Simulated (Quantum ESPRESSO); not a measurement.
# Habitual settings against a tight run: Sn (I4_1/amd, 2 atoms in the cell)

Self-consistent single point.

```
Sn
1.0
    2.98160    -2.98160     1.62185
    2.98160     2.98160     1.62185
   -2.98160    -2.98160     1.62185
Sn
2
Cartesian
 -2.98160   0.00000   0.81093
  0.00000   0.00000   0.00000
```

Computed with PBE, GBRV 1.5 ultrasoft (PBE) pseudopotentials (plane waves; Quantum ESPRESSO).

Base settings: ecutwfc = 40 Ry; ecutrho = 200 Ry; occupations = smearing; smearing = gauss; degauss = 0.019992 Ry; potentials = {Sn: sn_pbe_v1.4.uspp.F.UPF}; K_POINTS = automatic 14 14 14 0 0 0; conv_thr = 1e-11 Ry; mixing_beta = 0.7.

Tight run (finer mesh or higher cutoff; not a proven limit): ecutwfc: 40 Ry → 56 Ry; ecutrho: 200 Ry → 280 Ry; conv_thr: 1e-11 Ry → 7.3e-11 Ry; K_POINTS: automatic 14 14 14 0 0 0 → automatic 19 19 19 0 0 0. It gave Fermi level (on the code's own zero) 9.86 eV; pressure -1.56 GPa.

Quick runs, as changes from the base:
- A: the base itself
- B: ecutwfc: 40 Ry → 24 Ry; ecutrho: 200 Ry → 120 Ry; smearing: gauss → cold; degauss: 0.019992 Ry → 0.0099958 Ry; K_POINTS: automatic 14 14 14 0 0 0 → automatic 1 1 1 0 0 0
- C: ecutwfc: 40 Ry → 32 Ry; ecutrho: 200 Ry → 160 Ry; K_POINTS: automatic 14 14 14 0 0 0 → automatic 2 2 2 0 0 0
- D: ecutwfc: 40 Ry → 20 Ry; ecutrho: 200 Ry → 100 Ry; degauss: 0.019992 Ry → 0.0099958 Ry; conv_thr: 1e-11 Ry → 7.3e-05 Ry; K_POINTS: automatic 14 14 14 0 0 0 → automatic 2 2 2 0 0 0
- E: ecutwfc: 40 Ry → 28 Ry; ecutrho: 200 Ry → 140 Ry; conv_thr: 1e-11 Ry → 7.3e-05 Ry; K_POINTS: automatic 14 14 14 0 0 0 → automatic 8 8 8 0 0 0
- F: ecutwfc: 40 Ry → 32 Ry; ecutrho: 200 Ry → 160 Ry; pseudopotentials: {Sn: sn_pbe_v1.4.uspp.F.UPF} → {Sn: sn_lda_v1.4.uspp.F.UPF}; K_POINTS: automatic 14 14 14 0 0 0 → automatic 6 6 6 0 0 0 [LDA (PZ)]

Energies are extrapolated to zero smearing width, which holds to low order in the width alone (under cold and Methfessel-Paxton smearing the free energy itself is taken).

Dashes: energy of F, another energy zero.

† marks runs with another functional, U, potentials or spin treatment: their distance from the tight run is not a convergence error alone.

The count of work is k-points × plane waves × bands × iterations; it is no time. 

The starting cell comes from a database of computed structures (which also holds hypothetical and non-ambient phases and stackings), without a prior relaxation at this level. Its lattice was rescaled by a random factor within 2.5 % of one.

| run | energy less tight (meV/atom) | pressure less tight (GPa) | count of work / tight |
|---|---|---|---|
| A | 136.1 | 0.82 | 0.30 |
| B | 1045.0 | -21.74 | 0.00066 |
| C | -26.8 | -5.84 | 0.0038 |
| D | 2369.1 | -8.78 | 0.00079 |
| E | 780.6 | -30.59 | 0.019 |
| F† | – | -11.20 | 0.031 |

Among the runs at the tight run's level, the energy misses run from 26.8 to 2369.1 meV/atom.
